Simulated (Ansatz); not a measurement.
System: Cs2O (R-3m, No. 166). Method: LDA (plane waves, PAW; Ansatz, a program for electronic structure).

Run with plane-wave cutoff 500 eV, 12×12×12 k mesh, gaussian smearing 0.02 eV, scalar-relativistic PAW data made under PBE.

Computed at the level's own relaxed cell.

Give the computed equilibrium volume per atom, equilibrium lattice constant a, lattice parameter c and band gap.


- equilibrium volume per atom = 30.00 Å³/atom
- equilibrium lattice constant a = 4.005 Å
- lattice parameter c = 19.437 Å
- band gap = 1.29 eV (on the SCF k mesh)

Note: the volume lies 9 % below that of the published cell.

Spin–orbit coupling is not included.

Computed values are for the static lattice.
